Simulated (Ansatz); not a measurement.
# Effect of pressure 0.7 GPa on hypothetical diamond Zr

Start from Zr in the diamond structure (space group Fd-3m, No. 227; a = 6.137 Å; a hypothetical phase, not in the database extracts checked).

Perturbation: cell and atoms relaxed at a pressure of 0.7 GPa.

Calculations: DFT with PBEsol, PAW potentials and a 420 eV plane-wave cutoff in Ansatz (an electronic-structure program), without spin-orbit coupling. k-mesh 13×13×13 (Γ-centred); smearing 0.05 eV (Fermi–Dirac).

| quantity | base | changed | shift |
|---|---|---|---|
| density | 5.24 g/cm³ | 5.33 g/cm³ | +0.09 g/cm³ |
| shortest interatomic distance | 265.7 pm | 264.2 pm | -1.5 pm |
| enthalpy H = E + PV relative to the base's energy | – | +0.13 eV/atom | – |
| band gap | zero | zero | – |

Final structure:

```
CELL_PARAMETERS angstrom
      0.00000     3.05090     3.05090
      3.05090     0.00000     3.05090
      3.05090     3.05090     0.00000
ATOMIC_POSITIONS crystal
  Zr 0.25000 0.25000 0.25000
  Zr 0.00000 0.00000 0.00000
```

Load acts through the strain it causes; cell and atoms are relaxed under it. Stability against distortions was not tested. All final runs are without spin polarisation. Zr has a high density of states at the Fermi level and may be magnetic at this level.
